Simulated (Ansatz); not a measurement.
**A short convergence ladder for GaGeTe (R3m, 6 atoms in the cell)**

```yaml
crystal:
  lattice:
    - [2.02998, 1.17201, 11.96889]
    - [-2.02998, 1.17201, 11.96889]
    - [0.00000, -2.34402, 11.96889]
  atoms:
    - { symbol: Ga, position: [0.25598, 0.25598, 0.25598] }
    - { symbol: Ga, position: [0.74541, 0.74541, 0.74541] }
    - { symbol: Ge, position: [0.32224, 0.32224, 0.32224] }
    - { symbol: Ge, position: [0.67776, 0.67776, 0.67776] }
    - { symbol: Te, position: [0.11363, 0.11363, 0.11363] }
    - { symbol: Te, position: [0.88637, 0.88637, 0.88637] }
```

Base method: PBEsol, default PAW files made with PBE (plane waves; Ansatz, a quantum-chemistry and plane-wave program).

Base settings: basis.ecutwfc = 420 eV; kpoints.mp_grid.grid = 5 5 5; hamiltonian.xc = pbesol; hamiltonian.pseudopotentials = {kind: paw} (the program's default PAW files); scf.occupations.method = gaussian; scf.occupations.width = 0.05 eV.

**The width of Gaussian smearing**

The mesh stays at the base's, so the ladder's end is converged at best in this setting alone.

Only quantities that move along the ladder and can be compared are tabulated.

| scf.occupations.width | free energy less the last step's (meV/atom) | pressure (GPa) | largest difference of a force vector from the last step's (eV/Å) |
|---|---|---|---|
| 1 eV | -21.89 | 0.27 | 0.114 |
| 0.5 eV | -1.53 | -0.01 | 0.039 |
| 0.2 eV | -0.02 | -0.05 | 0.005 |
| 0.1 eV | 0.00 | -0.05 | 0.000 |
| 0.02 eV | 0.00 | -0.05 | 0.000 |

Widest scf.occupations.width that holds the pressure within 0.1 GPa of the last step, with all finer ones: 0.5 eV; the step before is off by 0.33 GPa.

Widest scf.occupations.width that holds the forces within 0.005 eV/Å of the last step, with all finer ones: 0.2 eV; the step before is off by 0.039 eV/Å.

Widest scf.occupations.width that holds the free energy within 5 meV/atom of the last step, with all finer ones: 0.5 eV; the step before is off by 22 meV/atom.

On the base run: the starting cell comes from a database of computed structures (which also holds hypothetical and non-ambient phases and stackings), without a prior relaxation at this level. Its lattice was rescaled by up to half a per cent. One atom was moved a little off its site on purpose. Ansatz's pressure includes its estimate of the finite-basis (Pulay) stress.

Keys are those of Ansatz 0.2.
